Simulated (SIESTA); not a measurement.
## How a calculation on In (I4/mmm, 1 atom in the cell) responds to its settings

```
CELL_PARAMETERS angstrom
     -1.63055     1.63055     2.49415
      1.63055    -1.63055     2.49415
      1.63055     1.63055    -2.49415
ATOMIC_POSITIONS crystal
  In 0.00000 0.00000 0.00000
```

Base run A: GGA PBE, numerical atomic orbitals DZP, PseudoDojo PBE standard norm-conserving potentials (rewritten from UPF to PSML) (SIESTA 5.4.2), self-consistent single point.

Its settings: XC.functional = GGA; XC.authors = PBE; potentials = PseudoDojo PBE standard; PAO.BasisSize = DZP; PAO.EnergyShift = 0.01 Ry; MeshCutoff = 400 Ry; kgrid.MonkhorstPack = 14 14 14; OccupationFunction = FD; ElectronicTemperature = 580.23 K; MaxSCFIterations = 150; SCF.Mixer.Method = Pulay; SCF.Mixer.Weight = 0.1; SCF.Mixer.History = 6; SCF.DM.Tolerance = 1.0E-05.

The starting cell comes from a database of computed structures (which also holds hypothetical and non-ambient phases and stackings), without a prior relaxation at this level. Its lattice was rescaled by a random factor within 2.5 % of one. Values carry the incompleteness of an atom-centred basis.

ΔF is the free energy per atom less that of run A. 

```json
[
 {"run": "A", "MaxSCFIterations, SCF.Mixer.History": "150, 6", "ΔF (meV/atom)": "0.00", "pressure (GPa)": "0.28", "iterations": "8"},
 {"run": "B", "MaxSCFIterations, SCF.Mixer.History": "300, 1", "ΔF (meV/atom)": "0.00", "pressure (GPa)": "0.28", "iterations": "19"},
 {"run": "C", "MaxSCFIterations, SCF.Mixer.History": "300, 2", "ΔF (meV/atom)": "0.00", "pressure (GPa)": "0.28", "iterations": "19"},
 {"run": "D", "MaxSCFIterations, SCF.Mixer.History": "300, 3", "ΔF (meV/atom)": "0.00", "pressure (GPa)": "0.28", "iterations": "9"},
 {"run": "E", "MaxSCFIterations, SCF.Mixer.History": "300, 5", "ΔF (meV/atom)": "0.00", "pressure (GPa)": "0.28", "iterations": "9"},
 {"run": "F", "MaxSCFIterations, SCF.Mixer.History": "300, 10", "ΔF (meV/atom)": "0.00", "pressure (GPa)": "0.28", "iterations": "8"},
 {"run": "G", "MaxSCFIterations, SCF.Mixer.History": "300, 15", "ΔF (meV/atom)": "0.00", "pressure (GPa)": "0.28", "iterations": "8"}
]
```

Runs B, C, D, E, F, G ended on the same solution as A (within 1 meV/atom). The fewest iterations to that state were 8 (A, F, G); the most were 19.
